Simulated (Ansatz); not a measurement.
# WRe (model structure, started from the CsCl type, Pm-3m, No. 221, 2 atoms in the cell): equilibrium lattice constant a by level of theory

No measured value is used here.

```json
[
 {"level (code)": "LDA (Ansatz)", "value (Å)": "3.101"},
 {"level (code)": "PBE (Ansatz)", "value (Å)": "3.147"},
 {"level (code)": "PBEsol (Ansatz)", "value (Å)": "3.118"},
 {"level (code)": "r²SCAN (Ansatz)", "value (Å)": "3.131"}
]
```

Density-functional levels without +SOC have no spin–orbit coupling. LDA, PBE, PBEsol, r²SCAN: the run has no spin polarisation, so it can have missed a magnetic state. Cutoffs differ between the levels. Ansatz's density-functional and Hartree–Fock values are scalar-relativistic unless marked +SOC, with PAW data made under PBE.

A model structure was made by putting elements into a prototype or built by hand; it is no filed structure, need not be a known phase, and can be a saddle point held by its symmetry.

Ansatz is an electronic-structure program.
